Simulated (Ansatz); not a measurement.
# A15 Nb3Sn (cubic form, which distorts at low temperature)

These are PBE-D3(BJ) (Ansatz, a program for electronic structure, PAW) values and carry that method's errors.

Run with plane-wave cutoff 520 eV, 10×10×10 k mesh, Fermi–Dirac smearing 0.05 eV, no spin polarisation, scalar-relativistic PAW data made under PBE.

Cell (relaxed at this level):

```yaml
crystal:
  lattice:
    - [5.25480, 0.00000, 0.00000]
    - [0.00000, 5.25480, 0.00000]
    - [0.00000, 0.00000, 5.25480]
  atoms:
    - { symbol: Nb, position: [0.25000, 0.00000, 0.50000] }
    - { symbol: Nb, position: [0.50000, 0.25000, 0.00000] }
    - { symbol: Nb, position: [0.50000, 0.75000, 0.00000] }
    - { symbol: Nb, position: [0.75000, 0.00000, 0.50000] }
    - { symbol: Nb, position: [0.00000, 0.50000, 0.75000] }
    - { symbol: Nb, position: [0.00000, 0.50000, 0.25000] }
    - { symbol: Sn, position: [0.50000, 0.50000, 0.50000] }
    - { symbol: Sn, position: [0.00000, 0.00000, 0.00000] }
```

```json
{
  "bulk modulus B0": "175 GPa",
  "band_gap": "none",
  "pressure derivative B′ of the bulk modulus": "4.2"
}
```

Measured, for comparison: bulk modulus 165 GPa (4 K, zero-point motion not removed; as tabulated in Lu and Klein (1997), arXiv:cond-mat/9704251). Computed (rounded) less measured: bulk modulus +6 %.

Note: symmetry holds this phase in the static calculation, where it need not be a minimum.

Spin–orbit coupling is not included.

The computed numbers hold no vibrational or temperature effects.

Cost on a shared machine: roughly 4 core-minutes.
